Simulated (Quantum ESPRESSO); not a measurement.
Quantum ESPRESSO run on Mg2ZnP2 (P3m1, 5 atoms in the cell): self-consistent single point.

Computed with LDA (PZ), GBRV 1.5 ultrasoft (LDA) pseudopotentials (plane waves; Quantum ESPRESSO).

```
Mg2ZnP2
1.0
    4.10720     0.00000     0.00000
   -2.05360     3.55694     0.00000
    0.00000     0.00000     6.69570
Mg Zn P
2 1 2
Direct
  0.66667   0.33333   0.63415
  0.33333   0.66667   0.99427
  0.00000   0.00000   0.36142
  0.00000   0.00000   0.76671
  0.66667   0.33333   0.24345
```

Reference input (self-consistent single point, DFT, PBEsol, plane waves, SSSP 1.1.2 efficiency (PBE) pseudopotentials): ecutwfc = 50 Ry; ecutrho = 400 Ry; occupations = fixed; input_dft = pbesol; K_POINTS = automatic 6 6 4 0 0 0; nbnd = 21; conv_thr = 1e-10 Ry; mixing_beta = 0.4. This run's input differs from it in these lines:

```diff
@@ -13,6 +13,5 @@
  ecutwfc = 50,
- ecutrho = 400,
+ ecutrho = 250,
  occupations = 'fixed',
- nbnd = 21,
- input_dft = 'pbesol',
+ nbnd = 29,
 /
@@ -23,5 +22,5 @@
 ATOMIC_SPECIES
-Mg    24.3050  Mg.pbe-n-kjpaw_psl.0.3.0.UPF
-Zn    65.3800  Zn_pbe_v1.uspp.F.UPF
-P     30.9738  P.pbe-n-rrkjus_psl.1.0.0.UPF
+Mg    24.3050  mg_lda_v1.4.uspp.F.UPF
+Zn    65.3800  zn_lda_v1.uspp.F.UPF
+P     30.9738  p_lda_v1.5.uspp.F.UPF
 ATOMIC_POSITIONS crystal
```

Log, with long lists cut:

```
     Self-consistent Calculation

     iteration #  1     ecut=    50.00 Ry     beta= 0.40

     total energy              =    -741.89162406 Ry
     estimated scf accuracy    <       2.01662228 Ry

     iteration #  2     ecut=    50.00 Ry     beta= 0.40

     total energy              =    -742.58104045 Ry
     estimated scf accuracy    <       0.73964242 Ry

     iteration #  3     ecut=    50.00 Ry     beta= 0.40

     total energy              =    -742.65781108 Ry
     estimated scf accuracy    <       0.04161705 Ry

   [... 9 blocks of this kind left out ...]

     iteration # 13     ecut=    50.00 Ry     beta= 0.40

     total energy              =    -742.66588565 Ry
     estimated scf accuracy    <          1.4E-10 Ry

     iteration # 14     ecut=    50.00 Ry     beta= 0.40
     End of self-consistent calculation

     highest occupied, lowest unoccupied level (ev):     6.6465    7.5270

!    total energy              =    -742.66588565 Ry
     estimated scf accuracy    <          1.5E-11 Ry

     convergence has been achieved in  14 iterations

     Forces acting on atoms (cartesian axes, Ry/au):

     atom    1 type  1   force =     0.00000000   -0.00000000   -0.00116525
     atom    2 type  1   force =     0.00000000   -0.00000000   -0.00247235
     atom    3 type  2   force =     0.00000000   -0.00000000   -0.00119186
     atom    4 type  3   force =     0.00000000    0.00000000   -0.00430633
     atom    5 type  3   force =     0.00000000    0.00000000    0.00913580

     Total force =     0.010531     Total SCF correction =     0.000003

          total   stress  (Ry/bohr**3)                   (kbar)     P=      -70.89
  -0.00049822   0.00000000   0.00000000          -73.29        0.00        0.00
   0.00000000  -0.00049822   0.00000000            0.00      -73.29        0.00
   0.00000000   0.00000000  -0.00044935            0.00        0.00      -66.10

   JOB DONE.
```

The run converged in 14 iterations. Against the reference run the pressure goes from -5.02 to -7.09 GPa, the largest force goes from 0.121 to 0.235 eV/Å and the gap on the mesh goes from 0.955 to 0.881 eV.

The starting cell comes from a database of computed structures (which also holds hypothetical and non-ambient phases and stackings), without a prior relaxation at this level. Its lattice was rescaled by a random factor within 2.5 % of one. With a pressure of about -7 GPa the cell is away from its equilibrium volume at this level.

Cost on one core of a shared machine: roughly 60 s.
